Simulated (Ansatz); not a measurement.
# Several settings converged on CaGa (Cm, 4 atoms in the cell)

```yaml
crystal:
  lattice:
    - [2.11838, -5.64932, 0.00000]
    - [2.11838, 5.64932, 0.00000]
    - [0.00000, 0.00000, 4.31520]
  atoms:
    - { symbol: Ca, position: [0.35566, 0.64434, 0.76159] }
    - { symbol: Ca, position: [0.64434, 0.35566, 0.25000] }
    - { symbol: Ga, position: [0.06499, 0.93501, 0.75000] }
    - { symbol: Ga, position: [0.93501, 0.06499, 0.25000] }
```

Base method: PBEsol, default PAW files made with PBE (plane waves; Ansatz, a first-principles code).

Base settings: basis.ecutwfc = 420 eV; kpoints.mp_grid.grid = 6 6 6; hamiltonian.xc = pbesol; hamiltonian.pseudopotentials = {kind: paw} (the program's default PAW files); scf.occupations.method = gaussian; scf.occupations.width = 0.1 eV.

The count of work is k-points × plane waves × bands × iterations; it is no time. 

**The k-point mesh at a smearing width of 0.05 eV**

In this ladder: scf.occupations.width = 0.05 eV.

The second cell is the first with its lattice scaled by 0.98.

Only quantities that move along the ladder and can be compared are tabulated.

```tsv
kpoints.mp_grid.grid	free energy less the last step's (meV/atom)	energy of the compressed cell less the first (meV/atom)	pressure (GPa)	largest difference of a force vector from the last step's (eV/Å)	count of work / last
3 3 3	35.11	4.78	-0.81	0.312	0.0098
4 4 3	34.41	5.99	-0.68	0.188	0.014
4 4 4	7.83	4.30	-0.87	0.092	0.020
5 5 5	-2.97	5.81	-0.71	0.077	0.038
6 6 6	-1.03	5.44	-0.75	0.036	0.057
8 8 7	0.52	5.70	-0.72	0.032	0.13
9 9 8	-0.34	5.69	-0.73	0.031	0.18
13 13 12	0.31	5.68	-0.72	0.019	0.54
16 16 15	0.00	5.67	-0.72	0.000	1.0
```

Coarsest kpoints.mp_grid.grid that holds the energy of the compressed cell less the first within 0.5 meV/atom of the last step, with all finer ones: 5 5 5, at 0.038 of the last step's count of work; the step before is off by 1.4 meV/atom.

Coarsest kpoints.mp_grid.grid that holds the free energy within 2 meV/atom of the last step, with all finer ones: 6 6 6, at 0.057 of the last step's count of work; the step before is off by 3.0 meV/atom.

Coarsest kpoints.mp_grid.grid that holds the forces within 0.01 eV/Å: not settled: the last two steps still differ by 0.019 eV/Å, over half the tolerance, so the ladder does not show it.

The energy difference between the two cells stays within 1 meV/atom of the last step's from 5 5 5 on, the total only from 8 8 7 on: much of the error is common to both cells and cancels.

Two neighbours can agree and both be off: 3 3 3 and 4 4 3 differ by 0.70 meV/atom in the free energy, yet lie about 34 meV/atom from the last step.

**The width of Fermi-Dirac smearing**

In this ladder: kpoints.mp_grid.grid = 10 10 10; scf.occupations.method = fermi_dirac.

Narrow widths need finer meshes than wide ones, so the last steps can hold mesh noise.

Only quantities that move along the ladder and can be compared are tabulated; pressure and forces are left out, as mesh noise rules them at narrow widths.

```csv
scf.occupations.width,free energy less the last step's (meV/atom),energy extrapolated to zero width less the last step's (meV/atom)
1 eV,-984.00,-47.60
0.5 eV,-257.06,-5.90
0.3 eV,-91.79,-0.07
0.2 eV,-39.22,0.06
0.1 eV,-7.87,-0.23
0.05 eV,0.00,0.00
```

Widest scf.occupations.width that holds the free energy within 5 meV/atom: not settled: the last two steps still differ by 7.9 meV/atom, over half the tolerance, so the ladder does not show it.

Widest scf.occupations.width that holds the energy extrapolated to zero width within 1 meV/atom of the last step, with all finer ones: 0.3 eV; the step before is off by 5.9 meV/atom.

The extrapolation to zero width removes most of the smearing's effect on the energy.

**The width of cold smearing**

In this ladder: kpoints.mp_grid.grid = 10 10 10; scf.occupations.method = cold.

Narrow widths need finer meshes than wide ones, so the last steps can hold mesh noise.

Only quantities that move along the ladder and can be compared are tabulated; pressure and forces are left out, as mesh noise rules them at narrow widths.

```csv
scf.occupations.width,free energy less the last step's (meV/atom)
1 eV,0.84
0.5 eV,3.85
0.3 eV,1.21
0.2 eV,-0.09
0.1 eV,-0.08
0.05 eV,0.00
```

Widest scf.occupations.width that holds the free energy within 0.5 meV/atom of the last step, with all finer ones: 0.2 eV; the step before is off by 1.2 meV/atom.

On the base run: the starting cell comes from a database of computed structures (which also holds hypothetical and non-ambient phases and stackings), without a prior relaxation at this level. Its lattice was rescaled by up to half a per cent. One atom was moved a little off its site on purpose. Ansatz's pressure includes its estimate of the finite-basis (Pulay) stress.

Left out of this page: 4 runs of the series outside the window shown, repeating another row's setting, or not comparable.

Keys are those of Ansatz 0.2.
